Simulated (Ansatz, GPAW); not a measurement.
A GPAW input for a self-consistent single point of HgTe (P3_221, 6 atoms in the cell) (DFT PBEsol, plane waves, GPAW PAW datasets PBEsol (made by gpaw-setup)):

```python
from ase import Atoms
from ase.units import GPa
from gpaw import GPAW

atoms = Atoms(['Hg', 'Hg', 'Hg', 'Te', 'Te', 'Te'],
              cell=[[4.582728, 0.000000, 0.000000],
                    [-2.291364, 3.968759, 0.000000],
                    [0.000000, 0.000000, 10.228982]],
              positions=[[1.577192, 2.731776, 0.000000],
                         [1.428345, 0.000000, 6.819325],
                         [-0.714172, 1.236983, 3.409657],
                         [1.177120, 2.038831, 5.114491],
                         [2.228489, 0.000000, 1.704834],
                         [-1.114244, 1.929928, 8.524148]],
              pbc=True)

calc = GPAW(mode={'name': 'pw', 'ecut': 550},
            xc='PBEsol',
            kpts={'size': (5, 5, 2), 'gamma': True},
            occupations={'name': 'fermi-dirac', 'width': 0.01},
            nbands=-4,
            convergence={'bands': -2},
            symmetry={'symmorphic': False, 'tolerance': 0.0005},
            maxiter=100)

atoms.calc = calc

energy = atoms.get_potential_energy()
print('Energy (eV):', round(energy, 6))
forces = atoms.get_forces()
print('Forces (eV/Ang):')
print(forces.round(5))
stress = atoms.get_stress()
print('Stress (GPa, Voigt):', (stress / GPa).round(4))
```

Problem. Translate this input to Ansatz (a program for electronic structure).

Solution. One input that does it (others would too):

Ansatz 0.2 input:
```yaml
# HgTe
crystal:
  lattice:
    - [4.582728, 0.000000, 0.000000]
    - [-2.291364, 3.968759, 0.000000]
    - [0.000000, 0.000000, 10.228982]
  atoms:
    - { symbol: Hg, position_ang: [1.577192, 2.731776, 0.000000] }
    - { symbol: Hg, position_ang: [1.428345, 0.000000, 6.819325] }
    - { symbol: Hg, position_ang: [-0.714172, 1.236983, 3.409657] }
    - { symbol: Te, position_ang: [1.177120, 2.038831, 5.114491] }
    - { symbol: Te, position_ang: [2.228489, 0.000000, 1.704834] }
    - { symbol: Te, position_ang: [-1.114244, 1.929928, 8.524148] }
basis:
  ecutwfc: 420.0
kpoints:
  mp_grid: { grid: [5, 5, 2] }
hamiltonian:
  xc: pbesol
  pseudopotentials: { kind: paw }
scf:
  occupations: { method: fermi_dirac, width: 0.01 }
output:
  forces: true
  eigenvalues: true
  stress: true
```

Basis, cutoffs, solver keys and any potentials are the target program's own. This input uses DFT, PBEsol, plane waves, default PAW files made with PBE.

The starting cell comes from a database of computed structures (which also holds hypothetical and non-ambient phases and stackings), without a prior relaxation at this level. Its lattice was rescaled by a random factor within 2.5 % of one.
